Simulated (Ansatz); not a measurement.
Cost and result by functional for the surface energy of the (30-32) surface of hcp Re in its 1x1 cell, outermost plane spacing 0.75 Å in the ideal cut, in Ansatz (plane waves, PAW). Single points on the PBE structure, on one kind of machine; costs are rough ratios of the slab run's core time (references not counted) to the cheapest single point. r2SCAN's cost holds its higher cutoff (500 against 420 eV). Differences are taken against r2SCAN for comparison alone: no measured value is at hand, so the table doesn't rank accuracy.

Set-up: 28 atoms, 9.8 Å thick at the start (thin: gaps and levels are the slab's own); mesh 13x3x1; 0.1 eV smearing; dipole correction on; all atoms relaxed; symmetry of the start imposed; no spin, no spin-orbit, no U. These notes are the PBE run's.

```csv
functional,relative cost,surface energy (J/m²),less r2SCAN (J/m²)
LDA,1,3.78,0.29
RPBE,1,3.05,-0.44
PBEsol,1,3.66,0.17
r2SCAN,2,3.49,0.00
PBE (the relaxed run's value),–,3.26,-0.23
```

The values span 0.73 J/m², while the single points' costs differ by a factor of roughly 2. Differences are of unrounded values.

Ansatz is a quantum-chemistry and plane-wave program.
